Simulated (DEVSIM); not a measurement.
Device: n-channel Ge fully depleted SOI MOSFET with SiON, at 250 K.

```yaml
gate_length: 100 nm
source_drain_length: 80 nm
dielectric_thickness: 3.1 nm
lateral_straggle: 3.1 nm
underlap: 0 nm
body_thickness: 21.2 nm
buried_oxide: 25 nm
gate_work_function: 4.19 eV
source_and_drain_doping: 8.3e19 cm⁻³, Gaussian tails under the gate
body_doping: 3e16 cm⁻³
lifetime: 8e-8 s
supply: 1 V
back_work_function: 4.62 eV
back_or_body_bias: -0.5 V
```

All mobilities are scaled by 0.2; velocity saturation, μ/(1 + (μE/vsat)^b)^(1/b) with b = 2 for electrons and 1 for holes and E the electric field along each mesh edge, is on. Mobility is μmin + (μ − μmin)/(1 + (N/Nref)^α).

Constants are typed, rounded textbook-type inputs, not results; the design itself was drawn at random and stands for no fabricated device. Values at 300 K; Nc and Nv go as T^1.5, mobilities as T to minus their exponent, the gap by Varshni's rule with the affinity fixed.

Ge: gap (eV) 0.664, affinity (eV) 4, permittivity 16, Nc (cm⁻³) 1.04e19, Nv (cm⁻³) 6e18, μn (cm²/Vs) 3900, μp (cm²/Vs) 1900, μn,min 150, μp,min 100, Nref,n 2.6e17, Nref,p 4e17, αn 0.56, αp 0.6, T exponent of μn 1.66, T exponent of μp 2.33, vsat,n (cm/s) 6.5e6, vsat,p (cm/s) 6e6, Varshni α (eV/K) 0.000477, Varshni β (K) 235. SiON: gap (eV) 7, affinity (eV) 1.4, permittivity 5.5. SiO2: gap (eV) 9, affinity (eV) 0.9, permittivity 3.9.

Simulated with DEVSIM: 2D drift-diffusion, Boltzmann statistics, complete ionisation; no quantum confinement, tunnelling, impact ionisation, self-heating, contact resistance or fringe fields beside the gate. Metal contacts follow the ideal Schottky-Mott rule: no Fermi-level pinning, no interface dipoles.

Transfer curves, |Id| in μA/μm:

| Vg (V) | Vd = 0.05 V | Vd = 1 V |
|---|---|---|
| -0.3 | 1.165e-7 | 1.486e-6 |
| -0.25 | 6.553e-7 | 7.673e-6 |
| -0.2 | 3.774e-6 | 4.045e-5 |
| -0.15 | 2.211e-5 | 0.0002164 |
| -0.1 | 0.0001314 | 0.001169 |
| -0.05 | 0.0007900 | 0.006357 |
| 0 | 0.004787 | 0.03460 |
| 0.05 | 0.02905 | 0.1866 |
| 0.1 | 0.1737 | 0.9631 |
| 0.15 | 0.9714 | 4.300 |
| 0.2 | 4.367 | 14.12 |
| 0.25 | 13.05 | 32.42 |
| 0.3 | 26.46 | 57.47 |
| 0.35 | 42.07 | 87.03 |
| 0.4 | 58.15 | 119.7 |
| 0.45 | 73.91 | 154.5 |
| 0.5 | 89.00 | 190.9 |
| 0.55 | 103.3 | 228.7 |
| 0.6 | 116.7 | 267.4 |
| 0.65 | 129.4 | 307.0 |
| 0.7 | 141.2 | 347.2 |
| 0.75 | 152.3 | 388.0 |
| 0.8 | 162.7 | 429.4 |
| 0.85 | 172.4 | 471.1 |
| 0.9 | 181.6 | 513.3 |
| 0.95 | 190.2 | 555.8 |
| 1 | 198.3 | 598.5 |

Q: Work out the subthreshold swing at low drain bias from the rows at 0 and 0.05 V, and compare it with the thermal limit.

A: log10(0.02905/0.004787) = 0.783 over 50.0 mV, so S = 63.9 mV/decade. The limit kT/q ln 10 is 49.6 mV/decade; the ratio is 1.29. This is the steepest step of the table.

Q: Find both thresholds at the constant current 0.1 μA × (1 μm/L) a micrometre, and the DIBL.

A: The current is 1.00 μA/μm. Interpolating ln Id gives 0.151 V and 0.101 V; their difference over the 0.95 V of drain bias is 52 mV/V.

Q: Give the natural length λ = √(ε_body t_body t_ox / (ε_ox)) and the gate length in units of it.

A: λ = 13.8 nm and L/λ = 7.2. The formula is that for thin layers, and L is the gate's length, not the shorter one between the doping tails.

Source and drain are degenerate, where Boltzmann statistics are only rough. The electric field that drives the saturation includes the junctions' built-in field, which lowers the mobility there even at small currents: subthreshold currents come out too low, a known weakness of this choice.
